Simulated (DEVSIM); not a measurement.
System: illuminated Si p-on-n cell, one wavelength, at 300 K.

Layer 1 from the left is Si, thickness (μm) 0.270, Na (cm⁻³) 5.8e18, τn (s) 1.6e-5, τp (s) 4.2e-6, absorption coefficient (cm⁻¹) 2100. Layer 2 from the left is Si, thickness (μm) 150, Nd (cm⁻³) 9.4e16, τn (s) 0.00013, τp (s) 0.00013, absorption coefficient (cm⁻¹) 2100.

Left contact: ohmic, minority electron recombination velocity 200 cm/s. Right contact: ohmic, minority hole recombination velocity 1000 cm/s. Voltage is applied to the left contact. Recombination: SRH at mid-gap, radiative, Auger. Gap narrowing is on: ΔEg = 6.92 meV × (l + √(l² + 0.5)), l = ln(N/1.3e17 cm⁻³), shared equally by both band edges. Light enters at the left, 2.4e18 photons cm⁻² s⁻¹, one pass, no reflection. Mobility is μmin + (μ − μmin)/(1 + (N/Nref)^α).

Constants are typed, rounded textbook-type inputs, not results; the design itself was drawn at random and stands for no fabricated device. Values at 300 K.

Si: gap (eV) 1.124, affinity (eV) 4.05, permittivity 11.7, Nc (cm⁻³) 2.86e19, Nv (cm⁻³) 3.1e19, μn (cm²/Vs) 1417, μp (cm²/Vs) 470, μn,min 52, μp,min 45, Nref,n 9.7e16, Nref,p 2.2e17, αn 0.68, αp 0.72, B (cm³/s) 4.7e-15, Cn (cm⁶/s) 2.8e-31, Cp (cm⁶/s) 9.9e-32.

DEVSIM, 1D drift-diffusion, Boltzmann statistics, complete ionisation; no tunnelling, impact ionisation, image-force lowering or self-heating.

Question: What does the simulation give for the largest field in the device at zero bias, the open-circuit voltage, the dark forward voltage at 1 A/cm²?

Answer: largest field in the device at zero bias 170000 V/cm; open-circuit voltage 0.748 V; dark forward voltage at 1 A/cm² 0.775 V.
